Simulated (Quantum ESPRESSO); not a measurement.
**Relaxation of cell and atoms of MgO (Fm-3m, 2 atoms in the cell) at several settings**

```
MgO
1.0
    0.00000     2.05590     2.05590
    2.05590     0.00000     2.05590
    2.05590     2.05590     0.00000
Mg O
1 1
Direct
  0.00000   0.00000   0.00000
  0.50000   0.50000   0.50000
```

Base: Quantum ESPRESSO 7.5 with PBE, PseudoDojo standard norm-conserving (PBE) pseudopotentials. Its settings: ecutwfc = 85 Ry; occupations = smearing; smearing = gaussian; degauss = 0.0036749 Ry; potentials = {Mg: Mg.upf, O: O.upf}; K_POINTS = automatic 9 9 9 0 0 0; conv_thr = 1e-10 Ry; mixing_beta = 0.4. Starting volume 8.69 Å³ per atom.

Each line gives the change from the base single point and the result:

- calculation: scf → vc-relax; tprnfor: true → default; tstress: true → default; potentials: PseudoDojo standard norm-conserving (LDA) [DFT, LDA (PW92), plane waves, PseudoDojo standard norm-conserving (LDA) pseudopotentials]: pressure 0.08 GPa; final cell a = 2.941 Å, b = 2.941 Å, c = 2.941 Å, α = 60.00°, β = 60.00°, γ = 60.00°; final volume per atom 8.99 Å³; relaxation steps 2.
- calculation: scf → vc-relax; tprnfor: true → default; tstress: true → default; press: default → 20 kbar: pressure 2.27 GPa; final cell a = b = c = 2.9921 Å, α = β = γ = 60.00°; final volume per atom 9.47 Å³; relaxation steps 3; free energy against the base single point -48.1 meV/atom.
- calculation: scf → vc-relax; tprnfor: true → default; tstress: true → default; vdw_corr: default → grimme-d3; dftd3_version: default → 4; dftd3_threebody: default → false [DFT, PBE-D3(BJ), plane waves, PseudoDojo standard norm-conserving (PBE) pseudopotentials]: pressure 0.17 GPa; final cell a = 2.973 Å, b = 2.973 Å, c = 2.973 Å, α = 60.00°, β = 60.00°, γ = 60.00°; final volume per atom 9.29 Å³; relaxation steps 3.

The starting cell comes from a database of computed structures (which also holds hypothetical and non-ambient phases and stackings), without a prior relaxation at this level. Its lattice was rescaled by a random factor within 2.5 % of one.
